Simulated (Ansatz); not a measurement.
## A computed series for WC: response to strain

Consider WC (space group P-6m2, No. 187; relaxed with 0.1 eV smearing).

```
WC
1.0
    2.88431     0.00000     0.00000
   -1.44215     2.49788     0.00000
    0.00000     0.00000     2.81153
W C
1 1
Direct
  0.00000   0.00000   0.00000
  0.33333   0.66667   0.50000
```

Cartesian axes are those of the cell as printed.

Strains are applied to the cell and any free atomic positions relax.

The values are results of DFT with LDA, PAW potentials and a 420 eV plane-wave cutoff in Ansatz (a first-principles code), without spin-orbit coupling, not measurements.

Notes on the quantities. energy relative to the base: free energy F; pressure: mean of the normal stresses, compression positive.

```csv
variant,energy relative to the base,pressure,shortest interatomic distance
base,0 meV/atom,0.0 GPa,2.179 Å
uniaxial strain ε_xx = −3.00 %,[?],13.2 GPa,2.155 Å
uniaxial strain ε_xx = −2.50 %,+16 meV/atom,10.9 GPa,2.159 Å
uniaxial strain ε_xx = −1.50 %,+5.6 meV/atom,6.3 GPa,[?]
uniaxial strain ε_xx = −1.00 %,+2.5 meV/atom,[?],2.171 Å
uniaxial strain ε_xx = −0.50 %,+0.6 meV/atom,2.0 GPa,2.175 Å
uniaxial strain ε_xx = +0.50 %,+0.6 meV/atom,-2.0 GPa,2.181 Å
uniaxial strain ε_xx = +1.00 %,+2.3 meV/atom,-3.9 GPa,2.182 Å
uniaxial strain ε_xx = +1.50 %,+5.2 meV/atom,-5.8 GPa,2.183 Å
uniaxial strain ε_xx = +2.00 %,+9.1 meV/atom,-7.6 GPa,2.184 Å
```

Q: Fill in the withheld entries from the trend.

A: 
- uniaxial strain ε_xx = −3.00 %, energy relative to the base: +23 meV/atom
- uniaxial strain ε_xx = −1.50 %, shortest interatomic distance: 2.167 Å
- uniaxial strain ε_xx = −1.00 %, pressure: 4.1 GPa

No phonon test of stability was made. All final runs are without spin polarisation.
